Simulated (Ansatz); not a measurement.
Habitual settings against a tight run: Fe₂AsS₃ (Pm, 6 atoms in the cell)

Self-consistent single point.

```yaml
crystal:
  lattice:
    - [4.71462, 0.00000, 0.00000]
    - [0.00000, 3.34864, 0.00000]
    - [-0.23718, 0.00000, 5.60980]
  atoms:
    - { symbol: Fe, position: [0.49188, 0.50000, 0.50725] }
    - { symbol: Fe, position: [0.01063, 0.00000, 0.99240], spin: 4.0 }
    - { symbol: As, position: [0.69583, 0.50000, 0.13497] }
    - { symbol: S, position: [0.30422, 0.50000, 0.86669] }
    - { symbol: S, position: [0.20891, 0.00000, 0.36826] }
    - { symbol: S, position: [0.78851, 0.00000, 0.63043] }
```
(The spins are starting values, not results.)

Method: LDA (PW92), default PAW files made with PBE (plane waves; Ansatz, an electronic-structure program).

Base settings: basis.ecutwfc = 420 eV; kpoints.mp_grid.grid = 5 7 4; hamiltonian.xc = lda; hamiltonian.pseudopotentials = {kind: paw} (the program's default PAW files); magnetization.spin_polarized = true; scf.occupations.method = cold; scf.occupations.width = 0.136 eV.

Tight run (finer mesh or higher cutoff; not a proven limit): basis.ecutwfc: 420 eV → 590 eV; kpoints.mp_grid.grid: 5 7 4 → 7 10 6; scf.convergence.dr2_threshold: default (1e-07 eV) → 1e-09 eV. It gave Fermi level (on the code's own zero) 11.98 eV; pressure -13.69 GPa; largest force (vector length) 0.254 eV/Å; size of the cell's spin moment 0.70 μB.

Quick runs, as changes from the base:
- A: the base itself
- B: basis.ecutwfc: 420 eV → 335 eV; kpoints.mp_grid.grid: 5 7 4 → 6 6 6; scf.occupations.method: cold → methfessel_paxton
- C: basis.ecutwfc: 420 eV → 250 eV; kpoints.mp_grid.grid: 5 7 4 → 3 3 3; kpoints.mp_grid.shift: default → 0.5 0.5 0.5; scf.convergence.dr2_threshold: default (1e-07 eV) → 0.001 eV

Energies are extrapolated to zero smearing width, which holds to low order in the width alone.

Dashes: time of C, under 30 s.

The count of work is k-points × plane waves × bands × iterations; it is no time. Core times come from one kind of shared machine and are given to one figure; runs under 30 s give none.

Pressures in the table are Ansatz's without its Pulay estimate, at a fixed set of plane waves; the tight run's value above holds the estimate.

The starting cell comes from a database of computed structures (which also holds hypothetical and non-ambient phases and stackings), without a prior relaxation at this level. Its lattice was rescaled by a random factor within 2.5 % of one. The moments shrank to a small part of their start, a low-spin state that need not be the lowest. In the base run, with a pressure of about -14 GPa the cell is away from its equilibrium volume at this level.

```csv
run,energy less tight (meV/atom),pressure less tight (GPa),largest miss in a force vector (eV/Å),size of the net moment less tight (μB/atom),count of work / tight,core time / tight (rough)
A,1.3,-0.09,0.020,-0.01,0.19,0.2
B,39.3,-4.02,0.036,0.00,0.25,0.1
C,1167.4,-70.85,0.402,0.05,0.016,–
```

Among the runs at the tight run's level, the energy misses run from 1.3 to 1167.4 meV/atom.

Left out of this page: 3 runs of the series outside the window shown, repeating another row's setting, or not comparable.

Keys are those of Ansatz 0.2.
